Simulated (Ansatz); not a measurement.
The reference is WC (space group P-6m2, No. 187; relaxed with 0.1 eV smearing).

```
WC
1.0
    2.91268     0.00000     0.00000
   -1.45634     2.52245     0.00000
    0.00000     0.00000     2.83536
W C
1 1
Direct
  0.00000   0.00000   0.00000
  0.33333   0.66667   0.50000
```

Cartesian axes are those of the cell as printed.

Method: r2SCAN (Ansatz, a quantum-chemistry and plane-wave program), no spin-orbit coupling.

Before the change:

| Item | Value |
|---|---|
| Pressure | 0.0 GPa |
| Shortest interatomic distance | 219.9 pm |

Perturbation: tensor shear ε_xz = +1.14 % (engineering shear γ = 0.0228); the atoms relax in the strained cell.

### Question
Predict the new pressure, energy relative to the base and shortest interatomic distance.

### Answer
The pressure (mean of the normal stresses, compression positive) goes from zero to 0.2 GPa; the energy goes up by 5.3 meV/atom; the shortest interatomic distance drops by 2.1 pm (219.9 pm → 217.8 pm).

Stability against distortions was not tested. The final runs are not spin-polarised.
